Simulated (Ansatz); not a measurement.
Input and output of a relaxation of cell and atoms for TaNi₃ (Fmmm, 4 atoms in the cell) (Ansatz, an electronic-structure program).

Method: PBEsol, default PAW files made with PBE (plane waves; Ansatz).

The change in words: atoms on their sites; relax: default → cell and atoms. Reference geometry:
```
CELL_PARAMETERS angstrom
      0.00000     2.55880     3.71566
      2.55403     0.00000     3.71566
      2.55403     2.55880     0.00000
ATOMIC_POSITIONS crystal
  Ta 0.00673 0.00673 0.99327
  Ni 0.50000 0.50000 0.50000
  Ni 0.25000 0.25000 0.25000
  Ni 0.75000 0.75000 0.75000
```

Reference input (self-consistent single point, DFT, PBEsol, plane waves, default PAW files made with PBE): basis.ecutwfc = 420 eV; kpoints.mp_grid.grid = 7 7 7; hamiltonian.xc = pbesol; hamiltonian.pseudopotentials = {kind: paw} (the program's default PAW files); scf.occupations.method = fermi_dirac; scf.occupations.width = 0.1 eV. This run's input differs from it in these lines:

```diff
@@ -6,3 +6,3 @@
   atoms:
-    - { symbol: Ta, position: [0.006728, 0.006728, -0.006728] }
+    - { symbol: Ta, position: [0.000000, 0.000000, 0.000000] }
     - { symbol: Ni, position: [0.500000, 0.500000, 0.500000] }
@@ -23,2 +23,4 @@
     width: 0.1
+relax:
+  cell: {}
 output:
```

Output, abridged:

```
   [... SCF lines of the steps left out ...]
relax step   1: F+E_penalty+E_count = -27222.98727581 eV  Δ(F+E_penalty+E_count) = +0.000e0 eV  max|allowed force component| = 2.776e-17 eV/Å  Δτ_max = 0.0000 Å  P = -4.594 GPa  Ω = 48.566 Å³  (7 SCF iters, dr2 threshold 1.00e-7 eV, accepted)
relax step   2: F+E_penalty+E_count = -27223.00140744 eV  Δ(F+E_penalty+E_count) = -1.413e-2 eV  max|allowed force component| = 2.776e-17 eV/Å  Δτ_max = 0.0000 Å  P = -0.305 GPa  Ω = 47.684 Å³  energy of the carried Pulay correction = +3.334e-4 eV  [...]
   [... lines left out ...]
relax step   4: F+E_penalty+E_count = -27223.00152590 eV  Δ(F+E_penalty+E_count) = -2.953e-6 eV  max|allowed force component| = 2.220e-16 eV/Å  Δτ_max = 0.0000 Å  P = -0.000 GPa  Ω = 47.625 Å³  energy of the carried Pulay correction = +3.558e-4 eV  [...]
relax step   5: F+E_penalty+E_count = -27223.00116638 eV  Δ(F+E_penalty+E_count) = +3.595e-4 eV  max|allowed force component| = 2.220e-16 eV/Å  Δτ_max = 0.0000 Å  P = +0.002 GPa  Ω = 47.625 Å³  stress off target by 3.64e-3 GPa  SCF on the basis [...]
basis re-selected at this cell: Δ(F+E_penalty+E_count) = +3.595e-4 eV, ΔP = +0.002 GPa vs the last step
the relaxation is at rest under the 8 symmetry operations that the run kept from its start: a minimum is not shown …
Free energy (F): -27223.001166 eV
Internal energy: -27222.950235 eV  (E = F + TS)
E sigma→0 (E₀):  -27222.975701 eV
Entropy (-TS):   -0.050931 eV (-12.733 meV/atom)
Fermi energy:    19.872927 eV
--- Forces (eV/Å), atoms counted from 1 ---
  atom   1  Ta     0.00000000     0.00000000     0.00000000
   [... zero for the other atoms too ...]
   [... lines left out ...]
  cell:  # Å, volume = 47.6252 Å³
   [... lines left out ...]
    - [2.5378979438796296, 0.0, 3.6970368714376445]
    - [2.5378979438796296, 2.5379272011612377, 0.0]
  atoms:
    - { symbol: Ta, position: [0.0, 0.0, 0.0] }
    - { symbol: Ni, position: [0.5000000000000002, 0.5, 0.4999999999999999] }
    - { symbol: Ni, position: [0.2500000000000001, 0.25, 0.24999999999999994] }
    - { symbol: Ni, position: [0.7500000000000001, 0.7500000000000001, 0.7500000000000001] }
```

The run converged.  The full log also holds: “iter 4 did not close the SCF: its close was put off for the readings that it lacked (scf_convergence_deferred on its scf_iter line)”. The full log also holds: “iter 5 did not close the SCF: its close was put off for the readings that it lacked (scf_convergence_deferred on its scf_iter line)”.

Summary of the result:
| Quantity | Value |
|---|---|
| Free energy E − TS (on the zero of these files) | -27223.0012 eV |
| Fermi level (on the code's own zero) | 19.87 eV |
| Pressure | 0.00 GPa |
| Final cell | a = b = 4.484 Å, c = 3.589 Å, α = β = 66.41°, γ = 47.18° |
| Final volume per atom | 11.91 Å³ |
| Relaxation steps | 5 |

The starting cell comes from a database of computed structures (which also holds hypothetical and non-ambient phases and stackings), without a prior relaxation at this level. Its lattice was rescaled by up to half a per cent. Spin polarisation is off. The relaxation keeps the symmetry of its start, so its end need not be a minimum. Ansatz's pressure includes its estimate of the finite-basis (Pulay) stress.

Cost on one core of a shared machine: roughly 30 s.

Keys are those of Ansatz 0.2.
